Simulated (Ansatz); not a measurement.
Start from Hf in the hcp (Mg type) structure (space group P6_3/mmc, No. 194; a = 3.1581 Å, c = 5.0045 Å; relaxed with 0.1 eV smearing). Axes: x lies along a and z along c of the hexagonal cell.

Computed with PBEsol (Ansatz, a first-principles code; PAW; 420 eV plane waves; without spin-orbit coupling).

It is then changed as follows: the cell is compressed by 2.00 % along x with no lateral relaxation, atoms relaxed at fixed cell.

What happens to the stress and energy relative to the base?

The stress (xx, yy, zz, yz, xz, xy; compression positive) comes out as (3.9, 1.6, 1.5, 0.0, 0.0, 0.0) GPa; the energy goes up by 5.1 meV/atom.

The cells carry an imposed strain or load. No phonon test of stability was made. All final runs are without spin polarisation.
